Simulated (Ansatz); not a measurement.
# Thickness series in hypothetical P6_3/mmc SiS2

Take SiS2 in the 2H-MoS2 type structure (space group P6_3/mmc, No. 194; a = 3.224 Å, c = 12.153 Å; a hypothetical phase, not in the database extracts checked; layered, stacked along the Cartesian z axis) as the base.

Free-standing slabs (3 atom(s) a layer) normal to the stacking axis with 15 Å of vacuum; in-plane cell relaxed.

Levels (all Ansatz, a quantum-chemistry and plane-wave program, PAW, earlier PAW set): r2SCAN+rVV10 (500 eV, spin-orbit coupling left out); HSE06 (420 eV, no spin-orbit coupling).

Band gaps by level, all at the geometries relaxed with r2SCAN+rVV10:

```csv
case,r2SCAN+rVV10,HSE06
base,zero,0.47 eV
1 layer,0.44 eV,0.90 eV
2 layers,0.26 eV,0.70 eV
3 layers,0.16 eV,0.61 eV
```

Single points use the geometry relaxed with r2SCAN+rVV10. The hybrid gap comes from the SCF mesh plus the semilocal run's edge points and a few special points and is an upper bound. Whether these cells are dynamically stable was not tested. The final runs are not spin-polarised. Gaps under 0.05 eV, about the width of the smearing, are given as zero. A zero or small gap of SiS2 can be the functional's error rather than a property of the material.
